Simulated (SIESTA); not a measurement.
Worked example: self-consistent single point of Ta2Si (P1, 6 atoms in the cell) in SIESTA.

Level of theory: LDA PW92, numerical atomic orbitals DZP, PseudoDojo LDA standard norm-conserving potentials (rewritten from UPF to PSML) run with SIESTA.

The change in words: atoms moved at random. Reference geometry:
```xyz
6
Lattice="-3.0878 3.0878 2.5236 3.0878 -3.0878 2.5236 3.0878 3.0878 -2.5236" Properties=species:S:1:pos:R:3 pbc="T T T"
Ta     2.0775     1.0103     2.5236
Ta     1.0103     2.0775     0.0000
Ta    -1.0103     2.0775     2.5236
Ta     4.0980     1.0103     0.0000
Si     0.0000     0.0000     1.2618
Si     0.0000     0.0000     3.7855
```

Reference input (self-consistent single point, DFT, LDA PW92, numerical atomic orbitals DZP, PseudoDojo LDA standard norm-conserving potentials (rewritten from UPF to PSML)): XC.functional = LDA; XC.authors = PW92; potentials = PseudoDojo LDA standard; PAO.BasisSize = DZP; PAO.EnergyShift = 0.01 Ry; MeshCutoff = 400 Ry; kgrid.MonkhorstPack = 7 7 7; OccupationFunction = MP; OccupationMPOrder = 0; ElectronicTemperature = 0.1 eV; MaxSCFIterations = 150; SCF.Mixer.Method = Broyden. This run's input differs from it in these lines:

```diff
@@ -18,8 +18,8 @@
 %block AtomicCoordinatesAndAtomicSpecies
-     3.925925011    1.909105177    4.768988437  1
-     1.909105177    3.925925011    0.000000000  1
-    -1.909105177    3.925925011    4.768988437  1
-     7.744135364    1.909105177   -0.000000000  1
-     0.000000000    0.000000000    2.384494219  2
-     0.000000000   -0.000000000    7.153482656  2
+     3.901056112    1.848782635    4.853637982  1
+     2.086560115    3.954154887    0.014163896  1
+    -1.988280701    3.967021128    4.621383476  1
+     7.755881280    1.937866040   -0.026873250  1
+     0.048407410   -0.020644337    2.442370662  2
+    -0.133575511   -0.017108309    7.171270983  2
 %endblock AtomicCoordinatesAndAtomicSpecies
```

The program printed (abridged):

```
        iscf     Eharris(eV)        E_KS(eV)     FreeEng(eV)     dDmax    Ef(eV) dHmax(eV)
   scf:    1    -7292.113384    -7317.110192    -7317.126997  1.192177 -2.843671  8.077534
   scf:    2    -7326.803363    -7322.683466    -7322.700391  0.178392 -3.234519  4.530476
   scf:    3    -7325.303845    -7324.324675    -7324.342373  0.115020 -3.605965  1.494115
   scf:    4    -7324.719004    -7324.565404    -7324.583943  0.053066 -3.762099  0.180906
   scf:    5    -7324.573073    -7324.569853    -7324.588570  0.006983 -3.772592  0.061593
   [... 2 lines left out ...]
   scf:    8    -7324.571967    -7324.571944    -7324.590731  0.000992 -3.782512  0.005273
   scf:    9    -7324.571971    -7324.571959    -7324.590738  0.000407 -3.782997  0.001300
   scf:   10    -7324.571959    -7324.571959    -7324.590738  0.000133 -3.783139  0.000408
   scf:   11    -7324.571959    -7324.571959    -7324.590738  0.000040 -3.783190  0.000297
SCF Convergence by DM+H criterion
max |DM_out - DM_in|         :     0.0000397124
max |H_out - H_in|      (eV) :     0.0002972324
SCF cycle converged after 11 iterations

Using DM_out to compute the final energy and forces

siesta: E_KS(eV) =            -7324.5720

siesta: E_KS - E_eggbox =     -7324.5720

siesta: Atomic forces (eV/Ang):
     1    0.501989   -0.056779   -0.409426
     2   -1.858238   -0.521304   -0.521862
     3    0.798530   -0.027565    0.757083
     4   -0.397355   -0.397664    0.557163
     5    0.047652    0.461613   -0.663512
     6    0.903128    0.542839    0.278224
   Tot   -0.004295    0.001140   -0.002331
   Max    1.858238
   Res    0.670877    sqrt( Sum f_i^2 / 3N )
   Max    1.858238    constrained

   [... lines left out ...]
siesta: FreeEng =     -7324.590738
   [... lines left out ...]
siesta:     0.035731   -0.003316   -0.002350
siesta:    -0.003317    0.065489   -0.005009
siesta:    -0.002351   -0.005009    0.046105

siesta: Cell volume =         96.244490 Ang**3

siesta: Pressure (static):
siesta:                Solid            Molecule  Units
siesta:          -0.00053486         -0.00037727  Ry/Bohr**3
siesta:          -0.04910843         -0.03463964  eV/Ang**3
siesta:         -78.68037947        -55.49882099  kBar
```

The run converged in 11 iterations. Against the reference run the free energy goes up by 34.3 meV/atom, the pressure goes from -8.97 to -7.87 GPa and the largest force goes from 0.232 to 1.999 eV/Å.

The starting cell comes from a database of computed structures (which also holds hypothetical and non-ambient phases and stackings), without a prior relaxation at this level. For this run, on top of that: atoms moved at random. Spin polarisation is off. Values carry the incompleteness of an atom-centred basis. With a pressure of about -8 GPa the cell is away from its equilibrium volume at this level. Forces in this geometry exceed 1 eV/Å.

Cost on one core of a shared machine: roughly 50 s.
